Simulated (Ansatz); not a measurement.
Input and output of a self-consistent single point for NaGa (Cm, 4 atoms in the cell) (Ansatz, a program for electronic structure).

Level of theory: LDA (PW92), default PAW files made with PBE (plane waves; Ansatz).

```xyz
4
Lattice="3.0192 -3.3866 0.0000 3.0192 3.3866 0.0000 0.0000 0.0000 4.8831" Properties=species:S:1:pos:R:3 pbc="T T T"
Na     3.0192    -0.9118     1.2708
Na     3.0192     0.9118     3.6623
Ga     3.0192     2.8004     1.2208
Ga     3.0192    -2.8004     3.6623
```

Reference input (self-consistent single point, DFT, LDA (PW92), plane waves, default PAW files made with PBE): basis.ecutwfc = 30.9 Ry; kpoints.mp_grid.grid = 7 7 7; hamiltonian.xc = lda; hamiltonian.pseudopotentials = {kind: paw} (the program's default PAW files); scf.occupations.method = gaussian; scf.occupations.width = 0.0073 Ry. This run's input differs from it in these lines:

Ansatz 0.2 input:
```diff
@@ -14,3 +14,3 @@
   mp_grid:
-    grid: [7, 7, 7]
+    grid: [12, 12, 12]
 hamiltonian:
@@ -21,4 +21,4 @@
   occupations:
-    method: gaussian
-    width: 0.0073 Ry
+    method: methfessel_paxton
+    width: 0.0147 Ry
 output:
```

Output, abridged:

```
SCF iter   1: F=—  HF=-10346.733451 eV  |F-HF|=—  |Δ(HF+E_count)|=         —  Δρ=6.55e-3  dr2=2.72e-2  ethr=1.77e-3  ⟨swp⟩=5.5  Hψ=48835  notcnv=0
all-band conjugate gradients solve this SCF's bands
preconditioner: auto → Kerker (q_TF=auto, 2.380 Å⁻¹)
SCF iter   2: F=—  HF=-10346.719819 eV  |F-HF|=—  |Δ(HF+E_count)|=   1.36e-2  S|Δr|=    0.00e0  Δρ=2.77e-3  dr2=7.90e-3  ethr=6.17e-5  ⟨swp⟩=2.0  Hψ=20468  notcnv=0
   [... lines left out ...]
SCF iter   6: F=—  HF=-10346.717615 eV  |F-HF|=—  |Δ(HF+E_count)|=   9.86e-7  S|Δr|=    0.00e0  Δρ=4.17e-5  dr2=1.62e-6  ethr=6.14e-8  ⟨swp⟩=3.0  Hψ=20311  notcnv=0
SCF iter   7: F=—  HF=-10346.717615 eV  |F-HF|=—  |Δ(HF+E_count)|=   2.16e-8  S|Δr|=    0.00e0  Δρ=1.77e-5  dr2=2.07e-7  ethr=3.69e-9  ⟨swp⟩=2.0  Hψ=21844  notcnv=0
SCF iter   8: F=-10346.717615 eV  HF=-10346.717615 eV  |F-HF|=4.36e-9  |Δ(HF+E_count)|=   1.39e-7  S|Δr|=    0.00e0  Δρ=2.18e-6  dr2=6.90e-9  ethr=2.27e-10  ⟨swp⟩=5.8  Hψ=49830  notcnv=0
SCF 1 converged in 8 iterations: F = -10346.717615 eV  dr2 = 6.90e-9
Stability not checked (fill_not_monotonic)
Free energy (F): -10346.717615 eV
Internal energy: -10346.716615 eV  (E = F + TS)
E sigma→0 (E₀):  -10346.717365 eV
Entropy (-TS):   -0.000999 eV (-0.250 meV/atom)
Fermi energy:    4.603779 eV
--- Forces (eV/Å), atoms counted from 1 ---
  atom   1  Na     0.00000000    -0.13770392    -0.07787012
  atom   2  Na    -0.00000000     0.14008662     0.04637710
  atom   3  Ga     0.00000000     0.24052741    -0.00820206
  atom   4  Ga    -0.00000000    -0.24290989     0.03969603
--- Stress (GPa, compression-positive) ---
       -1.245074      -0.000000       0.000000
       -0.000000      -1.495035       0.025708
        0.000000       0.025708      -4.089265
  P = ⅓ Tr σ = -2.2765 GPa (-22.765 kbar)
  The stress holds the Pulay correction. Without it, at fixed plane waves, as pw.x and ABINIT print it: P = -2.2849 GPa
```

The run converged in 8 iterations. Against the reference run the free energy goes down by 2.1 meV/atom, the pressure moves little (-2.29 to -2.28 GPa) and the largest force goes from 0.228 to 0.246 eV/Å.

The starting cell comes from a database of computed structures (which also holds hypothetical and non-ambient phases and stackings), without a prior relaxation at this level. Its lattice was rescaled by up to half a per cent. One atom was moved a little off its site on purpose. Ansatz's pressure includes its estimate of the finite-basis (Pulay) stress.

Cost on one core of a shared machine: roughly 90 s.
